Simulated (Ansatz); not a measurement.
## Surface dipole against coverage: Li on fcc Pt (100)

One Li atom in each cell of a four-layer slab of fcc Pt (100), started at a fourfold hollow site; the adatom and the upper two layers relax, with a dipole correction. Δφ is the change of the top face's work function against the clean slab's 5.63 eV. By the Helmholtz relation an adatom's dipole is μ = |Δφ|/(0.377 eV × n) in debye, for n adatoms per nm². In Topping's model neighbouring dipoles depolarise each other, so that 1/μ = (1 + 9α·n^(3/2))/μ0 is a line in x = n^(3/2). Calculation: PBE (plane waves to 420 eV, PAW; Ansatz, a program for electronic structure). All cells sample the k points of the 1×1 cell's 12×12×1 mesh, with Fermi-Dirac smearing of 0.1 eV (energies taken to zero smearing), without spin polarisation or spin-orbit coupling.

```csv
cell,x (nm⁻³),1/μ (1/D),n (nm⁻²),Δφ (eV)
4×3,1.09,0.470,1.06,-0.85
3×3,1.67,0.479,1.41,-1.11
4×2,2.00,0.499,1.59,-1.20
3×2,3.06,0.516,2.11,-1.54
2×2,5.64,?,3.17,?
```

### Question
Using a straight line, estimate the missing 1/μ at x = 5.64 from the other rows, showing the fit.

### Answer
With u = x - 2.0, the rows have u = -0.9100, -0.3300, 0.0000, 1.0600. Means: u -0.045000, 1/μ 0.4910. About the means, the sum of products is 0.049570 and the sum of squares of u is 2.0525; the slope is their ratio. Least squares gives 1/μ = 0.4921 + 0.02415·u. Residuals (row less fit): -0.0001, -0.0051, 0.0069, -0.0017; standard error 0.0062 (degrees of freedom: 2). At x = 0 the line gives 1/μ0 = 0.444, so a lone adatom carries about 2.3 D, its positive end outward; slope over intercept is 9α, which puts α at roughly 6.0 Å³, a figure that hangs on Δφ's last digit. At the withheld row, u = 3.6400, so 1/μ = 0.4921 + 0.02415 × 3.6400 = 0.5800 1/D. The calculation gives 0.566 1/D, 0.0140 1/D below the prediction (14.6 % of the range of 1/μ in the table). The row lies outside the fitted rows, so this is an extrapolation.

The model takes a square or triangular net of point dipoles; the 4×2, 3×2 and 4×3 nets are stretched, and dense layers bond among themselves. Chains in 3×1 and 2×1 cells were run too and aren't shown. Only series are tabulated where Δφ keeps its sign and exceeds 0.12 eV, and the fitted rows scatter about the line by under a tenth of the table's range (standard error).

As a change of work function, the prediction is 0.377 × 3.17/0.580 = 2.06 eV in size, against 2.11 eV from the run.

Each row is one calculation, so residuals can be the form's limits or numerical noise.
